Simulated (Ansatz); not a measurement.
## Defect calculation: Ca_Si in silicon

All values below come from PBE, PAW (plane waves to 420 eV; Ansatz, an electronic-structure program). Cell: 64 sites, 2×2×2; final energies on a 2×2×2 shifted mesh. Site at the start: the Si site. Charged cells carry a point-charge image correction with potential alignment at far atoms. Dielectric constants: PBE linear response of the host. Host gap at this level: 0.61 eV. These values are not converged in cell size to better than tenths of an eV. Levels are measured in PBE's own, too narrow, gap. Spin–orbit coupling is left out. Each state is the lowest found from its start.

Formation energies E_f are given with the Fermi level at the valence-band maximum. Chemical conditions: host crystal and elements as references (Δμ(Si) = 0.00 eV, Δμ(Ca) = 0.00 eV; Ca taken from its element, since no compound that bounds it was computed at this level; only phases computed here count, gases as isolated molecules at 0 K). Reference phases: Ca: fcc Ca, Si: silicon.

In at least one state atoms left their starting sites on relaxation (a large move, or an atom on the emptied site), so the name describes the start.

| charge | moment (μB) | point group | largest move off a lattice site (Å) | image correction with alignment (eV) | E_f, host crystal and elements as references (eV) | above the lowest spin state (eV) |
|---|---|---|---|---|---|---|
| +1† | quenched | – | 1.03 | 0.18 | – | 0.00 |
| 0† | fractional | – | 1.32 | 0.00 | 2.64 | 0.00 |
| 0 | not spin-polarised | Cs | 1.34 | 0.00 | 2.65 | 0.01 |
| −1† | quenched | – | 1.47 | 0.04 | – | 0.00 |
| −2† | not spin-polarised | – | 1.46 | 0.30 | – | 0.00 |

† Not settled in this cell, so no level is given: charge +1: a level filled in part, level within 0.1 eV of a band edge or past it; charge 0: fractional moment, a level filled in part; charge −1: a level filled in part; charge −2: level within 0.1 eV of a band edge or past it.

Point groups are those of the whole cell at tolerances of 0.03 and 0.1 Å ("near" where only the looser one holds); none is given for unsettled states.

Starting moments that weren't kept: charge +1 began with 1 μB and ended with 0.0; charge 0 began with 2 μB and ended with 0.5; charge −1 began with 1 μB and ended with 0.0.

Flagged in the runs: a strain field that reaches the edge of the cell.

All states together cost around 4 core-hours (rough).
